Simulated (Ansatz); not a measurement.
The parent structure is MgTe in the wurtzite structure (space group P6_3mc, No. 186).

```xyz
4
Lattice="4.5614 0.0000 0.0000 -2.2807 3.9503 0.0000 0.0000 0.0000 7.4119" Properties=species:S:1:pos:R:3 pbc="T T T"
Mg     0.0000     2.6335     7.4089
Mg     2.2807     1.3168     3.7029
Te     0.0000     2.6335     2.7899
Te     2.2807     1.3168     6.4959
```

Cartesian axes are those of the cell as printed.

Method: Kohn–Sham DFT with the PBEsol functional, run in Ansatz (an electronic-structure program) with PAW and 420 eV plane waves, no SOC.

Strains are applied to the cell and any free atomic positions relax; under biaxial strain the out-of-plane vector relaxes too.

One change was made to it. Results:

```json
[
 {"quantity": "band gap", "base": "2.39 eV", "after": "2.32 eV"},
 {"quantity": "valence-band top at Γ (three highest levels, from the VBM)", "base": "0.00, -0.02, -0.02 eV", "after": "0.00, -0.09, -0.09 eV"},
 {"quantity": "electron mass", "base": "0.15 mₑ along c, 0.17 mₑ across (at Γ)", "after": "0.16 mₑ out of plane, 0.17 mₑ in plane (at Γ)"}
]
```

Question: Which change produced these results?
A. biaxial strain +3.00 %, plane normal [001], relaxed out of plane
B. biaxial strain +1.20 %, plane normal [001], relaxed out of plane
C. biaxial strain +1.80 %, plane normal [001], relaxed out of plane
D. biaxial strain +2.40 %, plane normal [001], relaxed out of plane
E. biaxial strain +0.60 %, plane normal [001], relaxed out of plane

Answer: E, biaxial strain +0.60 %, plane normal [001], relaxed out of plane. For comparison, the band gap in the other runs: biaxial strain +1.20 %, plane normal [001], relaxed out of plane gives 2.25 eV; biaxial strain +1.80 %, plane normal [001], relaxed out of plane gives 2.18 eV; biaxial strain +2.40 %, plane normal [001], relaxed out of plane gives 2.11 eV; biaxial strain +3.00 %, plane normal [001], relaxed out of plane gives 2.04 eV.

With Te present, leaving out spin-orbit coupling can change the band edges. Effective masses come from finite differences of ±0.01 Å⁻¹. Whether these cells are dynamically stable was not tested.
